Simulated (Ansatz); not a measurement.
# A computed series for TiAl3: pressure series

The parent structure is TiAl3 (space group I4/mmm, No. 139; a = 3.824 Å, c = 8.561 Å).

Cell and atoms are relaxed at each pressure.

All numbers come from Kohn–Sham DFT with the r2SCAN functional, run in Ansatz (a first-principles code) with PAW and 500 eV plane waves, scalar-relativistic without spin-orbit coupling.

```
P (GPa)  V (Å³/atom)
-------  -----------
-2.01         15.934
-1.01         15.789
0.30          15.609
0.70          15.555
1.50          15.452
3.00          15.266
5.00          15.035
7.50          14.768
10.00         14.522
```

A third-order Birch–Murnaghan fit to these points gives V₀ = 15.65 Å³/atom, B₀ = 115 GPa and B₀′ = 4.0. At pressure 10 GPa the volume is 92.8 % of V₀.

Load acts through the strain it causes; cell and atoms are relaxed under it. No phonon test of stability was made. No other phases were tried under pressure. The final runs are not spin-polarised.
